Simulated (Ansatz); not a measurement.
Reference: CdF$_{2}$ (Fm-3m), PBEsol, rigid bands (plane waves, PAW, scalar-relativistic; Ansatz, a first-principles code); geometry: cell and atoms relaxed with PBEsol.

Space group Fm-3m (No. 225); a = b = c = 5.3840 Å, α = β = γ = 90.00°

```json
[
 {"atom": "Cd", "site": "4a", "symmetry": "m-3m", "x": "0.0000", "y": "0.0000", "z": "0.0000"},
 {"atom": "F", "site": "8c", "symmetry": "-43m", "x": "0.2500", "y": "0.2500", "z": "0.2500"}
]
```
(The calculation used a cell of 3 atoms; values per cell refer to that cell.)

- band gap: 2.95 eV
- electron conductivity mass: 0.38 mₑ
- hole conductivity mass: 3.0 mₑ
- Seebeck coefficient, n-type 1e19 cm⁻³: -181 μV/K

**Question.** Swap Cd for Ca, keeping the structure type. How do these values move?

**Answer.** CaF$_{2}$ (Fm-3m): volume per atom 13.0 to 13.3 Å³; band gap rises (2.95 eV to 7.25 eV); electron conductivity mass rises (0.38 mₑ to 0.56 mₑ); hole conductivity mass falls (3.0 mₑ to 2.0 mₑ); Seebeck coefficient, n-type 1e19 cm⁻³ rises in size (-181 μV/K to -225 μV/K).

**Question.** Replace Cd by Ba on the same sites and relax. What happens?

**Answer.** BaF2 (Fm-3m): volume per atom 13.0 to 19.3 Å³; band gap rises (2.95 eV to 6.83 eV); electron conductivity mass rises (0.38 mₑ to 0.49 mₑ); hole conductivity mass rises (3.0 mₑ to 4.4 mₑ); Seebeck coefficient, n-type 1e19 cm⁻³ rises in size (-181 μV/K to -210 μV/K).

Moves up to 5 % count as about the same. Masses are for dilute carriers at 300 K, harmonic means over directions unless an axis is named. Seebeck coefficients are for the stated density at 300 K, with one relaxation time for all states and whether or not that doping can be reached. Spin-orbit coupling is left out.

Formula and space group known from diffraction (Crystallography Open Database), not checked to be the room-temperature form: CdF2 (Fm-3m).
